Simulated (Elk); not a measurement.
Elk run on MgS (Fm-3m, 2 atoms in the cell): self-consistent single point.

Computed with PBEsol, all-electron FP-LAPW, Elk's shipped species files, APW+lo basis with extra local orbitals (Elk).

```
CELL_PARAMETERS angstrom
      0.00000     2.60440     2.60440
      2.60440     0.00000     2.60440
      2.60440     2.60440     0.00000
ATOMIC_POSITIONS crystal
  Mg 0.00000 0.00000 0.00000
  S  0.50000 0.50000 0.50000
```

Reference input (self-consistent single point, DFT, PBEsol, all-electron FP-LAPW, Elk's shipped species files, APW+lo basis with extra local orbitals): xctype = 22; rgkmax = 8; stype = 0; swidth = 0.0001 Ha; ngridk = 9 9 9; tforce = true; gmaxvr = 18 1/bohr; lmaxapw = 10; lmaxo = 8; nxlo = 2; lorbcnd = true; lradstp = 2. This run's input differs from it in these lines:

```diff
@@ -63,3 +63,3 @@
 ngridk
-  9 9 9
+  7 7 7
```

Log, with long lists cut:

```
│ Self-consistent loop started │
│ Loop number : 1 │
 total energy                :     -602.228322596
│ Loop number : 2 │
 total energy                :     -602.180722730
RMS change in Kohn-Sham potential (target) :   0.5387718979     (  0.1000000000E-05)
Absolute change in total energy (target)   :   0.4759986518E-01 (  0.1000000000E-03)
│ Loop number : 3 │
 total energy                :     -601.078493005
RMS change in Kohn-Sham potential (target) :   0.3842193489     (  0.1000000000E-05)
Absolute change in total energy (target)   :    1.114129691     (  0.1000000000E-03)
│ Loop number : 4 │
   [... lines left out ...]
Absolute change in total energy (target)   :   0.1205510718E-02 (  0.1000000000E-03)
│ Loop number : 12 │
 total energy                :     -598.591958407
RMS change in Kohn-Sham potential (target) :   0.9737044015E-06 (  0.1000000000E-05)
Absolute change in total energy (target)   :   0.3190727831E-03 (  0.1000000000E-03)
│ Loop number : 13 │
 total energy                :     -598.591940151
RMS change in Kohn-Sham potential (target) :   0.1296828830E-06 (  0.1000000000E-05)
Absolute change in total energy (target)   :   0.9802364866E-04 (  0.1000000000E-03)
Convergence targets achieved

│ Loop number : 14 │

Energies :
 Fermi                       :     0.163426351931
 total energy                :     -598.591936676

Density of states at Fermi energy :   0.8306414136E-05
 (states/Hartree/unit cell)

Estimated indirect band gap :   0.1071649000
 from k-point      1 to k-point     15
Estimated direct band gap   :   0.1314953027
 at k-point      1

Charges :
 core                        :    12.00000000
 valence                     :    16.00000000
 interstitial                :    2.933547553
 muffin-tins (core leakage)
  species :    1 (Mg)
   atom    1                 :    10.45152149     (   0.000000000    )
  species :    2 (S)
   atom    1                 :    14.61493096     (  0.7217810230E-04)
 total in muffin-tins        :    25.06645245
   [... lines left out ...]
   total force               :     0.00000000    0.00000000    0.00000000
   total magnitude           :     0.00000000
 species :    2 (S)
  atom :    1
   Hellmann-Feynman          :     0.00000000    0.00000000    0.00000000
   IBS                       :    -0.00000000   -0.00000000   -0.00000000
   total force               :    -0.00000000   -0.00000000   -0.00000000
   total magnitude           :     0.00000000
```

The run converged in 14 iterations. The count includes the last loop, which Elk runs after its targets are met. Against the reference run the total energy hardly moves (within 1 meV/atom) and the gap on the mesh goes from 2.833 to 2.916 eV.

The starting cell comes from a database of computed structures (which also holds hypothetical and non-ambient phases and stackings), without a prior relaxation at this level. Values depend on the basis (sphere radii, cutoffs, local orbitals), which need not be converged. Another mesh or the band path of this cell gives a smaller gap, so this value is not converged in the mesh.
